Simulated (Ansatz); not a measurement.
Functionals compared on the (10-11) surface of hcp Ru in its 1x1 cell, outermost plane spacing 0.34 Å in the ideal cut, in Ansatz (plane waves, PAW). The structure was relaxed with PBE; the other rows are single points on it, each with its references at the same level. Cutoff 420 eV (500 eV for r2SCAN).

Set-up: 12 atoms, 10.7 Å thick at the start; mesh 14x8x1; 0.1 eV smearing; dipole correction on; all atoms relaxed; held to the part of the start's symmetry that mesh and held atoms allow; no spin, no spin-orbit, no U. These notes are the PBE run's.

| functional | surface energy (J/m²) | work function of the top face (eV) | rough cost of the single point |
|---|---|---|---|
| PBE | 2.92 | 4.91 | – |
| LDA | 3.50 | 5.27 | around 3 core-minutes (rough) |
| PBEsol | 3.34 | 5.04 | around 4 core-minutes (rough) |
| RPBE | [?] | [?] | about 3 core-minutes (a rough figure) |
| r2SCAN | 3.15 | 4.93 | very roughly 7 core-minutes |

Problem. What belongs in the gaps?

Solution. 
- RPBE, surface energy (J/m²): 2.68
- RPBE, work function of the top face (eV): 4.75

Ansatz is a quantum-chemistry and plane-wave program.
